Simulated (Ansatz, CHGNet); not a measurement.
For InSe (P6₃/mmc, No. 194, 8 atoms in the cell; start mp-20485; a measured phase of this formula has another space group), the machine-learned potential CHGNet 0.3.0 (trained on PBE and PBE+U data) gives:

```
Quantity                Value
-------------------  --------
lattice parameter a   4.112 Å
c axis length        17.510 Å
```

Problem. What does LDA (PAW; Ansatz, a program for electronic structure) give for the same quantities?

Solution. 
- lattice constant a: 3.967 Å (decreases by 3.5 %)
- lattice parameter c: 16.457 Å (drops by 6.0 %)

Changes are worked out from the printed values.

Unless a cell is named, each level is at its own relaxed cell (CHGNet 0.3.0 32.05, LDA 28.03 Å³/atom).

Caveats: the relaxation could not lower the start's symmetry, so the cell can be a saddle point above a distorted one (CHGNet 0.3.0, LDA). Ansatz's density-functional and Hartree–Fock values are scalar-relativistic unless marked +SOC, with PAW data made under PBE.

A start named mp-… is a Materials Project structure, which need not be a measured phase.
